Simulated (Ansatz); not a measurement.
Ge (model structure, started from the C6 type, Im-3m, No. 229, 6 atoms in the cell), treated with r²SCAN+rVV10 (plane waves, PAW; Ansatz, a quantum-chemistry and plane-wave program).

Numerical settings: plane-wave cutoff 560 eV, 12×12×12 k mesh, Fermi–Dirac smearing 0.05 eV, scalar-relativistic PAW data made under PBE.

Cell (relaxed at this level):

```cif
data_Ge6
_chemical_formula_sum 'Ge6'
_space_group_name_H-M_alt 'P 1'
_space_group_IT_number 1
_cell_length_a 6.04523
_cell_length_b 6.04523
_cell_length_c 6.04523
_cell_angle_alpha 109.471
_cell_angle_beta 109.471
_cell_angle_gamma 109.471
loop_
_space_group_symop_operation_xyz
  'x, y, z'
loop_
_atom_site_label
_atom_site_type_symbol
_atom_site_fract_x
_atom_site_fract_y
_atom_site_fract_z
_atom_site_occupancy
Ge1 Ge 0.50000 0.75000 0.25000 1
Ge2 Ge 0.25000 0.50000 0.75000 1
Ge3 Ge 0.75000 0.50000 0.25000 1
Ge4 Ge 0.50000 0.25000 0.75000 1
Ge5 Ge 0.25000 0.75000 0.50000 1
Ge6 Ge 0.75000 0.25000 0.50000 1
```

Problem. Give the computed band gap, smallest direct gap on the k points sampled and direct gap at Γ.

Solution. 
* **band gap**: 0.09 eV (under three smearing widths, so not firm)
* **smallest direct gap on the k points sampled**: 0.30 eV
* **direct gap at Γ**: 4.33 eV

Note: the relaxation could raise the start's symmetry but not lower it, so the cell can be a saddle point.

Spin–orbit coupling is not included; it can close the smallest gap of 0.09 eV.

A model structure was made by putting elements into a prototype or built by hand; it is no filed structure, need not be a known phase, and can be a saddle point held by its symmetry.
